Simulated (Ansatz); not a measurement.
**BeS (model structure, started from the CsCl type, Pm-3m, No. 221, 2 atoms in the cell)**

The numbers are results of LDA (Ansatz, an electronic-structure program, plane waves, PAW), not measurements.

Numerical settings: plane-wave cutoff 520 eV, 20×20×20 k mesh, Fermi–Dirac smearing 0.05 eV, scalar-relativistic PAW data made under PBE.

Cell (relaxed at this level):

```yaml
crystal:
  lattice:
    - [2.87201, 0.00000, 0.00000]
    - [0.00000, 2.87201, 0.00000]
    - [0.00000, 0.00000, 2.87201]
  atoms:
    - { symbol: Be, position: [0.00000, 0.00000, 0.00000] }
    - { symbol: S, position: [0.50000, 0.50000, 0.50000] }
```

| Quantity | Value |
|---|---|
| band gap | zero (no gap) |
| bulk modulus B0 | 95.1 GPa |

Note: the bulk modulus is −V dP/dV from two relaxed cells at ±2 % in volume; the relaxation could raise the start's symmetry but not lower it, so the cell can be a saddle point.

Computed values are for the static lattice.

Cost on a shared machine: about 50 core-seconds (a rough figure).

A model structure was made by putting elements into a prototype or built by hand; it is no filed structure, need not be a known phase, and can be a saddle point held by its symmetry.
